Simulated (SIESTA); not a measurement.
Input and output of a self-consistent single point for Hf2Ni (I4/mcm, 6 atoms in the cell) (SIESTA).

Method of the run: GGA PBEsol with spin-orbit coupling, numerical atomic orbitals DZP, PseudoDojo PBEsol fully relativistic norm-conserving potentials (rewritten from UPF to PSML) in SIESTA.

```xyz
6
Lattice="-3.1779 3.1779 2.6180 3.1779 -3.1779 2.6180 3.1779 3.1779 -2.6180" Properties=species:S:1:pos:R:3 pbc="T T T"
Hf     1.0526     2.1253     2.6180
Hf     2.1253     1.0526     0.0000
Hf     1.0526     4.2304     0.0000
Hf     2.1253    -1.0526     2.6180
Ni     0.0000     0.0000     3.9271
Ni     0.0000     0.0000     1.3090
```

Reference input (self-consistent single point, DFT, GGA PBEsol, numerical atomic orbitals DZP, PseudoDojo PBEsol standard norm-conserving potentials (rewritten from UPF to PSML)): XC.functional = GGA; XC.authors = PBEsol; potentials = PseudoDojo PBEsol standard; PAO.BasisSize = DZP; PAO.EnergyShift = 0.005 Ry; MeshCutoff = 300 Ry; kgrid.MonkhorstPack = 6 6 6; OccupationFunction = FD; ElectronicTemperature = 1160.45 K; MaxSCFIterations = 150; SCF.Mixer.Method = Broyden; SCF.Mixer.Weight = 0.2. This run's input differs from it in these lines:

```diff
@@ -1,2 +1,2 @@
-# files in the folder: Hf.psml Ni.psml (PseudoDojo PBEsol standard)
+# files in the folder: Hf.psml Ni.psml (PseudoDojo PBEsol fully relativistic)
 SystemName  Hf2Ni
@@ -38,2 +38,11 @@
 ElectronicTemperature        1160.45 K
+Spin                         spin-orbit
+%block DM.InitSpin
+  1 0.00 0.00 0.00
+  2 0.00 0.00 0.00
+  3 0.00 0.00 0.00
+  4 0.00 0.00 0.00
+  5 0.00 0.00 0.00
+  6 0.00 0.00 0.00
+%endblock DM.InitSpin
```

Output (repeated stretches shortened):

```
        iscf     Eharris(eV)        E_KS(eV)     FreeEng(eV)     dDmax    Ef(eV) dHmax(eV)
   scf:    1   -15158.545036   -15242.560902   -15242.787698  0.673187 -3.933434 25.456721
     spin moment: {S} , |S| = {    0.00000   -0.00000    0.00000 }     0.00000
   scf:    2   -15164.519021   -15244.452941   -15244.679285  0.301363 -4.405019 22.641199
     spin moment: {S} , |S| = {    0.00000    0.00000   -0.00000 }     0.00000
   scf:    3   -15275.622569   -15265.224282   -15265.416922  0.085764 -4.413327  5.224402
     spin moment: {S} , |S| = {   -0.00000   -0.00000   -0.00000 }     0.00000
   [... lines left out ...]
     spin moment: {S} , |S| = {    0.00000    0.00000    0.00000 }     0.00000
   scf:   15   -15267.449346   -15267.449383   -15267.655922  0.000044 -4.646658  0.001479
     spin moment: {S} , |S| = {    0.00000   -0.00000    0.00000 }     0.00000
   scf:   16   -15267.449359   -15267.449380   -15267.655922  0.000024 -4.646706  0.001091
     spin moment: {S} , |S| = {   -0.00000    0.00000   -0.00000 }     0.00000
   scf:   17   -15267.449364   -15267.449377   -15267.655922  0.000017 -4.646743  0.000771
     spin moment: {S} , |S| = {   -0.00000    0.00000    0.00000 }     0.00000
SCF Convergence by DM+H criterion
max |DM_out - DM_in|         :     0.0000167675
max |H_out - H_in|      (eV) :     0.0007711816
SCF cycle converged after 17 iterations

Using DM_out to compute the final energy and forces

siesta: E_KS(eV) =           -15267.4494

siesta: E_KS - E_eggbox =    -15267.4494

siesta: Atomic forces (eV/Ang):
     1   -0.073681    0.073681    0.000000
     2    0.073681   -0.073681    0.000000
     3   -0.073566   -0.073566   -0.000110
     4    0.073566    0.073566    0.000110
     5   -0.000008    0.000008    0.000000
     6    0.000008   -0.000008   -0.000000
   Tot    0.000000   -0.000000    0.000000
   Max    0.073681
   Res    0.049083    sqrt( Sum f_i^2 / 3N )
   Max    0.073681    constrained

   [... lines left out ...]
siesta: FreeEng =    -15267.655922
   [... lines left out ...]
siesta:     0.033401    0.000134    0.000110
siesta:     0.000134    0.033401    0.000110
siesta:     0.000110    0.000110    0.041664

siesta: Cell volume =        105.756854 Ang**3

siesta: Pressure (static):
siesta:                Solid            Molecule  Units
siesta:          -0.00039378         -0.00038858  Ry/Bohr**3
siesta:          -0.03615486         -0.03567777  eV/Ang**3
siesta:         -57.92647954        -57.16208334  kBar
```

The run converged in 17 iterations. Against the reference run the pressure goes from -3.57 to -5.79 GPa and the largest force goes from 0.145 to 0.104 eV/Å.

The starting cell comes from a database of computed structures (which also holds hypothetical and non-ambient phases and stackings), without a prior relaxation at this level. Values carry the incompleteness of an atom-centred basis. With a pressure of about -6 GPa the cell is away from its equilibrium volume at this level.

Cost on one core of a shared machine: roughly 5 min.
